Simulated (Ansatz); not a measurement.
Defect: Ta-vacancy pair (Ta on one host Ru site, one Ru site vacant) in hcp Ru, neutral cell. Calculation: PBE, PAW (plane waves to 420 eV; Ansatz, a quantum-chemistry and plane-wave program).

Cell of 36 host sites held at the relaxed PBE lattice; a 2×2×2 k-point mesh shifted by half a step along c; Fermi-Dirac width 0.10 eV, spin-restricted; finite-size errors left in. Energies are static. Spin-orbit coupling is left out. Forms of the defect that were not tried may lie lower.

Barriers: single points on a 4×4×4 k-point mesh shifted by half a step along c at the bands' geometries (they differ from the bands' own by up to 0.19 eV, and are uncertain by about as much).

The step: the Ta atom itself jumps into the vacancy (Ta-vacancy distance between ideal sites 2.66 Å throughout). Atoms about the jump, Cartesian Å from the middle of the jump, before and after:

| atom | x0 | y0 | z0 | x1 | y1 | z1 |
|---|---|---|---|---|---|---|
| Ta1 | 0.63 | 0.37 | -0.97 | -0.63 | -0.37 | 0.97 |
| Ru2 | -2.05 | 0.38 | -1.07 | -2.09 | 0.40 | -1.12 |
| Ru3 | 0.70 | 2.01 | 1.12 | 0.69 | 1.97 | 1.07 |
| Ru4 | -0.69 | -1.97 | -1.07 | -0.70 | -2.01 | -1.12 |
| Ru5 | 2.09 | -0.40 | 1.12 | 2.05 | -0.38 | 1.07 |
| Ru6 | -0.70 | 2.76 | -1.08 | -0.69 | 2.76 | -1.08 |
| Ru7 | -2.04 | 1.98 | 1.08 | -2.04 | 1.99 | 1.08 |
| Ru8 | 2.04 | -1.99 | -1.08 | 2.04 | -1.98 | -1.08 |
| Ru9 | 0.69 | -2.76 | 1.08 | 0.70 | -2.76 | 1.08 |
| Ru10 | -0.69 | -0.40 | -3.27 | -0.67 | -0.39 | -3.23 |
| Ru11 | 0.67 | 0.39 | 3.23 | 0.69 | 0.40 | 3.27 |
| Ru12 | -2.05 | -2.75 | 1.08 | -2.05 | -2.75 | 1.08 |
| Ru13 | 3.41 | 0.40 | -1.08 | 3.41 | 0.40 | -1.08 |
| Ru14 | -3.41 | -0.40 | 1.08 | -3.41 | -0.40 | 1.08 |
| Ru15 | 2.05 | 2.75 | -1.08 | 2.05 | 2.75 | -1.08 |
| Ru16 | 0.68 | 1.96 | -3.23 | 0.68 | 1.94 | -3.19 |
| Ru17 | -2.02 | 0.38 | 3.19 | -2.03 | 0.39 | 3.23 |
| Ru18 | 2.03 | -0.39 | -3.23 | 2.02 | -0.38 | -3.19 |
| Ru19 | -0.68 | -1.94 | 3.19 | -0.68 | -1.96 | 3.23 |

Task: Predict the transition state.

Result: 
```tsv
atom	x	y	z
Ta1	0.00	0.00	-0.01
Ru2	-2.18	0.42	-1.17
Ru3	0.72	2.09	1.15
Ru4	-0.73	-2.09	-1.17
Ru5	2.18	-0.42	1.16
Ru6	-0.70	2.74	-1.09
Ru7	-2.02	1.98	1.07
Ru8	2.02	-1.98	-1.09
Ru9	0.70	-2.74	1.07
Ru10	-0.67	-0.38	-3.21
Ru11	0.66	0.38	3.19
Ru12	-2.02	-2.72	1.06
Ru13	3.36	0.39	-1.08
Ru14	-3.36	-0.39	1.06
Ru15	2.02	2.72	-1.08
Ru16	0.67	1.91	-3.22
Ru17	-1.99	0.38	3.20
Ru18	1.99	-0.38	-3.22
Ru19	-0.67	-1.92	3.20
```
It lies 1.19 eV above the start and 1.19 eV above the end. The saddle point's order was not checked, and it lies on a symmetry element of the cell, where a band can be held.
